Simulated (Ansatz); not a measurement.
Start from Ga₂O₃ in the corundum structure (space group R-3c, No. 167; a = 4.9499 Å, c = 13.3058 Å (hexagonal axes)).

Method: DFT with LDA, PAW potentials and a 420 eV plane-wave cutoff in Ansatz (a first-principles code), no SOC.

One change was made to it. Results:

```
quantity                       base           after
-------------------  --------------  --------------
electron mass        0.24 mₑ (at Γ)  0.25 mₑ (at Γ)
smallest direct gap         3.31 eV         3.41 eV
band gap                    3.04 eV         3.13 eV
c/a ratio                     2.688           2.685
lattice parameter a         4.950 Å         4.937 Å
```

Question: Which change produced these results?
A. pressure 4.5 GPa
B. pressure −1 GPa
C. pressure 2.1 GPa

Answer: C, pressure 2.1 GPa. For comparison, the band gap in the other runs: pressure 4.5 GPa gives 3.24 eV; pressure −1 GPa gives 2.99 eV.

Load acts through the strain it causes; cell and atoms are relaxed under it. Effective masses come from finite differences of ±0.01 Å⁻¹. No phonon test of stability was made.
